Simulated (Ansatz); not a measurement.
```
CELL_PARAMETERS angstrom
     25.00000     0.00000     0.00000
      0.00000    25.00000     0.00000
      0.00000     0.00000     2.46652
ATOMIC_POSITIONS crystal
  C  0.77118 0.52849 0.50000
  C  0.76671 0.55671 0.00000
  C  0.74911 0.61089 0.00000
  C  0.73614 0.63635 0.50000
  C  0.70265 0.68244 0.50000
  C  0.68244 0.70265 0.00000
  C  0.63635 0.73614 0.00000
  C  0.61089 0.74911 0.50000
  C  0.55671 0.76671 0.50000
  C  0.52849 0.77118 0.00000
  C  0.47151 0.77118 0.00000
  C  0.44329 0.76671 0.50000
  C  0.38911 0.74911 0.50000
  C  0.36365 0.73614 0.00000
  C  0.31756 0.70265 0.00000
  C  0.29735 0.68244 0.50000
  C  0.26386 0.63635 0.50000
  C  0.25089 0.61089 0.00000
  C  0.23329 0.55671 0.00000
  C  0.22882 0.52849 0.50000
  C  0.22882 0.47151 0.50000
  C  0.23329 0.44329 0.00000
  C  0.25089 0.38911 0.00000
  C  0.26386 0.36365 0.50000
  C  0.29735 0.31756 0.50000
  C  0.31756 0.29735 0.00000
  C  0.36365 0.26386 0.00000
  C  0.38911 0.25089 0.50000
  C  0.44329 0.23329 0.50000
  C  0.47151 0.22882 0.00000
  C  0.52849 0.22882 0.00000
  C  0.55671 0.23329 0.50000
  C  0.61089 0.25089 0.50000
  C  0.63635 0.26386 0.00000
  C  0.68244 0.29735 0.00000
  C  0.70265 0.31756 0.50000
  C  0.73614 0.36365 0.50000
  C  0.74911 0.38911 0.00000
  C  0.76671 0.44329 0.00000
  C  0.77118 0.47151 0.50000
```

Calculation: PBE (plane waves to 420 eV, PAW; Ansatz, a first-principles code). Mesh 1×1×30. No spin polarisation. One-dimensional cell, images about 11 Å apart. A model structure. It keeps the symmetry and period of its start, so it need not be a minimum against all distortions. Buckling under compression is shut out by symmetry and the short period.

**Question.** Say what this body is, and give its properties.

**Answer.** (10,10) carbon nanotube. An idealised model, rolled from the flat sheet.
```
Property                                                                                                            Result
--------------------------------------------------------------------  ----------------------------------------------------
mean diameter                                                                                                      13.63 Å
energy over the flat sheet                                                                                    +42 meV/atom
PBE gap                                                                                               none (under 0.01 eV)
crossings of the Fermi level between Γ and the zone edge (49 points)  2, each for both spins (ideal conductance 2 × 2e²/h)
work function (PBE)                                                                                                4.30 eV
axial stiffness dF/dε                                                                                              1440 nN
```
